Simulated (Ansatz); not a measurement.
# A computed series for CaO: response to strain

Take CaO in the rock salt structure (space group Fm-3m, No. 225; a = 4.7671 Å) as the base. Axes: x, y, z lie along the cube axes.

Strains are applied to the cell and any free atomic positions relax; under biaxial strain the out-of-plane vector relaxes too.

Method: PBEsol/PAW in Ansatz (a program for electronic structure), spin-orbit coupling left out.

```tsv
biaxial strain, plane normal [001], relaxed out of plane (%)	band gap (eV)
0	3.54
0.5	?
1	3.49
1.5	3.47
2	3.45
2.5	3.42
3	3.40
```

Fit E_g = E₀ + Dε (ε in %) to the rows shown and predict the withheld row.

Least squares on the printed values gives E₀ = 3.54 eV, D = -46.6 meV per % of strain (largest residual 0.00 eV); this predicts 3.52 eV, and the run gives 3.52 eV, in agreement.

Whether these cells are dynamically stable was not tested.
